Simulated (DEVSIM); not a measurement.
System: abrupt Si p-n junction, at 300 K.

```
layer (left to right)  material  thickness (μm)  Nd (cm⁻³)  Na (cm⁻³)  τn (s)  τp (s)
---------------------  --------  --------------  ---------  ---------  ------  ------
1                            Si           0.180          -     1.7e16  4.2e-5  4.2e-5
2                            Si           0.960     3.8e16          -  4.2e-5  4.2e-5
```

Left contact: ohmic. Right contact: ohmic. Voltage is applied to the left contact. Recombination: SRH at mid-gap, radiative, Auger. Mobility is constant in doping.

This is a model device: material constants are rounded textbook-type values typed into the input, and sizes, dopings and lifetimes were drawn at random. Values at 300 K.

```csv
parameter,Si
gap (eV),1.124
affinity (eV),4.05
permittivity,11.7
Nc (cm⁻³),2.86e19
Nv (cm⁻³),3.1e19
μn (cm²/Vs),1417
μp (cm²/Vs),470
B (cm³/s),4.7e-15
Cn (cm⁶/s),2.8e-31
Cp (cm⁶/s),9.9e-32
```

Simulated with DEVSIM: 1D drift-diffusion, Boltzmann statistics, complete ionisation; no tunnelling, impact ionisation, image-force lowering or self-heating.

The doping Na of layer 1 was swept, all else fixed.

```csv
doping Na of layer 1 (cm^-3),largest field in the device at zero bias (V/cm),potential step across the device at zero bias (V),dark forward voltage at 100 A/cm² (V),dark forward voltage at 1 A/cm² (V)
5.1e14,32000,0.668,0.506,0.366
1.7e15,34000,0.699,0.541,0.400
5.1e15,39000,0.728,0.579,0.438
1.7e16,51000,0.759,0.624,0.493
5.1e16,70000,0.787,0.657,0.534
1.7e17,86000,0.818,0.687,0.566
5.1e17,94000,0.847,0.706,0.586
```

From the first row to the last the largest field in the device at zero bias goes from 32000 to 94000. From the first row to the last the potential step across the device at zero bias goes from 0.668 to 0.847.
